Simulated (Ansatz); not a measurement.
**Hypothetical zinc blende YAs, pressure series**

Take YAs in the zinc blende structure (space group F-43m, No. 216; a = 6.391 Å; a hypothetical phase, not in the database extracts checked) as the base.

Cell and atoms are relaxed at each pressure.

Computed with DFT with PBEsol, PAW potentials and a 420 eV plane-wave cutoff in Ansatz (a program for electronic structure), no spin-orbit coupling.

```json
[
 {"variant": "base", "lattice parameter a": "6.391 Å", "band gap": "1.48 eV"},
 {"variant": "pressure −2 GPa", "lattice parameter a": "6.480 Å", "band gap": "1.52 eV"},
 {"variant": "pressure −1 GPa", "lattice parameter a": "6.433 Å", "band gap": "1.50 eV"},
 {"variant": "pressure 3 GPa", "lattice parameter a": "6.282 Å", "band gap": "1.42 eV"},
 {"variant": "pressure 7 GPa", "lattice parameter a": "6.165 Å", "band gap": "1.34 eV"},
 {"variant": "pressure 15 GPa", "lattice parameter a": "5.986 Å", "band gap": "1.20 eV"},
 {"variant": "pressure 30 GPa", "lattice parameter a": "5.753 Å", "band gap": "0.94 eV"},
 {"variant": "pressure 50 GPa", "lattice parameter a": "5.540 Å", "band gap": "0.53 eV"},
 {"variant": "pressure 75 GPa", "lattice parameter a": "5.349 Å", "band gap": "zero"},
 {"variant": "pressure 100 GPa", "lattice parameter a": "5.197 Å", "band gap": "zero"}
]
```

A case with no gap was solved on a k-mesh chosen for an insulator, which is coarse for it. Load acts through the strain it causes; cell and atoms are relaxed under it. No phonon test of stability was made. Competing high-pressure phases were not computed. All final runs are without spin polarisation. YAs has a high density of states at the Fermi level and may be magnetic at this level. Gaps under 0.05 eV, about the width of the smearing, are given as zero. The zero or small gap of YAs under pressure 75 GPa and YAs under pressure 100 GPa can change with the level of theory.
